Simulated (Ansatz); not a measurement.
CsCl-type CoAl was calculated with HSE06 in Ansatz (PAW).

Run with plane-wave cutoff 520 eV, 12×12×12 k mesh, Fermi–Dirac smearing 0.097 eV (set by the program), no spin polarisation, scalar-relativistic PAW data made under PBE.

Computed at the level's own relaxed cell.

Hill averages of the elastic tensor: K = 204.0 GPa, G = 152.6 GPa. Volume 11.090 Å³/atom, mean atomic mass 42.957 u.

Work out the density, the sound velocities of a polycrystal and the elastic Debye temperature, and Pugh's ratio at this level.

ρ = 1.66054 × 42.957/11.090 = 6.432 g/cm³. v_l = √[(K + 4G/3)/ρ] = 7.959 km/s and v_t = √(G/ρ) = 4.871 km/s. The mean follows from 3/v_m³ = 1/v_l³ + 2/v_t³: v_m = 5.378 km/s. Θ_D = (ħ/k_B) v_m (6π²/V)^(1/3) = 76.38 K Å s/km × 5.378 × 1.7479 Å⁻¹ = 718 K, counting all atoms of the cell. K/G = 1.34, to be set beside Pugh's rough bound of 1.75 between brittle and ductile metals.

Note: hybrids on metals are sensitive to the k mesh.

Ansatz is a first-principles code.
